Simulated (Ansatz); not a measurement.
Levels about the gap of amorphous Si₄₈O₉₄ (142 atoms in a cell of 2180 Å³, 2.17 g/cm³; zone centre alone, so wide bands show as single levels with stretches between that a denser mesh fills), at the geometry that PBE relaxed, where it gives -1.1 GPa on a denser mesh. The participation number counts the atoms over which a state spreads; weights are charges in smoothed Voronoi cells. The levels come from a single point, so bond lengths are those of that geometry. Method of the levels: r2SCAN, scalar-relativistic without spin-orbit coupling (Ansatz, a quantum-chemistry and plane-wave program). Sampling: the zone centre alone; Fermi-Dirac width 0.01 eV; collinear spin, started from moments on atoms (the moments died out). The usual formal charges leave 4 electrons over, so the level spacing at the Fermi energy parts defect or band states and needn't be the band gap. At PBE the levels at both edges of the gap are localised (band-tail or defect states), and the nearest spread-out levels lie 5.5 eV apart at the zone centre.

Preparation: random packing, a CHGNet melt and quench, and a DFT relaxation. O atoms were pushed apart under 1.9 Å during the dynamics, to hinder bonds among them. The hot cell started wider than the set density and was brought back towards it in steps. It is the lowest in DFT energy of 4 quenches. It is a model cell: composition and starting density were chosen by hand, and all elements were melted together. No dispersion term was used. Its density started from a set value of 2.17 and ended at 2.17 g/cm³. The simulated quench (nominally 170 K/ps over its main leg) is rapid and tends to freeze in more defects than a deposited or slowly cooled glass has. Values belong to this one cell and scatter from quench to quench. The volume was held where the preparation left it and the shape relaxed, at a PBE pressure of -1.1 GPa (tension). Stress components on the final sampling reach 1.1 GPa.

```
E - E(highest filled), eV  filling  spin  participation number        largest on  weight O  weight Si
-------------------------  -------  ----  --------------------  ----------------  --------  ---------
-1.93                       filled    dn                  20.8   O, 2 neighbours      0.96       0.04
-1.88                       filled    dn                   8.1   O, 2 neighbours      0.97       0.03
-1.88                       filled    up                   8.1   O, 2 neighbours      0.97       0.03
-1.20                       filled    dn                   6.9  Si, 3 neighbours      0.50       0.50
-1.20                       filled    up                   6.9  Si, 3 neighbours      0.50       0.50
0.00                        filled    dn                   2.8  Si, 2 neighbours      0.39       0.61
0.00                        filled    up                   2.8  Si, 2 neighbours      0.39       0.61
3.57                         empty    up                   5.1  Si, 3 neighbours      0.33       0.67
3.57                         empty    dn                   5.1  Si, 3 neighbours      0.33       0.67
3.99                         empty    dn                   3.4  Si, 2 neighbours      0.40       0.60
3.99                         empty    up                   3.4  Si, 2 neighbours      0.40       0.60
4.22                         empty    dn                 110.1   O, 2 neighbours      0.72       0.28
4.22                         empty    up                 110.1   O, 2 neighbours      0.72       0.28
5.18                         empty    dn                  72.4   O, 2 neighbours      0.67       0.33
```

Most localised among these is the filled level at -0.00 eV, on a Si atom, which has 2 neighbours (O 1.68 Å, O 1.68 Å).
